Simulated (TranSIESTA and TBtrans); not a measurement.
# Na chain with a Cl atom beside one bond

Junction: Na chain with a Cl atom beside one bond. Leads: straight Na chain, spacing 3.3 Å. Geometry: as built, not relaxed.

Method: TranSIESTA and TBtrans, PBE, DZP numerical orbitals (energy shift 0.15 eV), PseudoDojo norm-conserving scalar-relativistic potentials, mesh cutoff 200 Ry, 300 K, no spin polarisation, no spin-orbit coupling; self-consistent non-equilibrium Green functions.

- Conductance at 300 K (G0 = 2e²/h) = 0.44
- Thermopower (μV/K) = -7.7
- Mean T from −0.5 to 0.5 eV = 0.39

Energies count from the leads' Fermi level. Transmissions are for one spin of a degenerate pair. The energy step is 0.01 eV; narrower resonances are cut or missed.

```
E (eV)       T  lead channels
------  ------  -------------
-2.00        0              0
-1.90        0              0
-1.80        0              0
-1.70        0              0
-1.60        0              0
-1.50        0              0
-1.40        0              0
-1.30        0              0
-1.20        0              0
-1.10        0              0
-1.00        0              0
-0.90        0              0
-0.80   0.0076              1
-0.70    0.027              1
-0.60    0.053              1
-0.50    0.091              1
-0.40     0.15              1
-0.30     0.22              1
-0.20     0.31              1
-0.10     0.39              1
0.00      0.44              1
0.10      0.48              1
0.20      0.51              1
0.30      0.53              1
0.40      0.56              1
0.50      0.60              1
0.60      0.64              1
0.70      0.69              1
0.80      0.73              1
0.90      0.77              1
1.00      0.81              1
1.10      0.84              1
1.20      0.87              1
1.30      0.88              1
1.40      0.90              1
1.50      0.91              1
1.60      0.91              1
1.70      0.92              1
1.80      0.92              1
1.90      0.91              3
2.00      0.89              3
```

The straight chain is held at its spacing; free chains may zigzag or dimerise. No spin-polarised start was tried, so a magnetic state, if there is one, is missed.
